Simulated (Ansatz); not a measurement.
## Hypothetical simple cubic Pd: pressure series

The parent structure is Pd in the simple cubic structure (space group Pm-3m, No. 221; a hypothetical phase, not in the database extracts checked).

```
CELL_PARAMETERS angstrom
      2.56554     0.00000     0.00000
      0.00000     2.56554     0.00000
      0.00000     0.00000     2.56554
ATOMIC_POSITIONS crystal
  Pd 0.00000 0.00000 0.00000
```

Cell and atoms are relaxed at each pressure.

The values are results of PBEsol (Ansatz, a program for electronic structure; PAW; 420 eV plane waves; scalar-relativistic without spin-orbit coupling), not measurements.

Two rows of this table had their results exchanged by mistake.

```
pressure          volume per atom (Å³)  shortest distance (Å)  band gap
----------------  --------------------  ---------------------  --------
pressure −2 GPa                  17.12                  2.578      zero
pressure −1 GPa                  16.57                  2.549      zero
pressure 0.3 GPa                 16.85                  2.564      zero
pressure 0.7 GPa                 16.81                  2.562      zero
pressure 1.5 GPa                 16.72                  2.557      zero
pressure 3 GPa                   17.00                  2.571      zero
pressure 5 GPa                   16.37                  2.539      zero
pressure 7.5 GPa                 16.14                  2.527      zero
pressure 10 GPa                  15.93                  2.516      zero
```

Task: Which two?

Result: The rows for pressure −1 GPa and pressure 3 GPa: the volume has to fall steadily with pressure, so 17.00 Å³ belongs to pressure −1 GPa and 16.57 Å³ to pressure 3 GPa.

Load acts through the strain it causes; cell and atoms are relaxed under it. Stability against distortions was not tested. No other phases were tried under pressure. All final runs are without spin polarisation. Pd has a high density of states at the Fermi level and may be magnetic at this level.
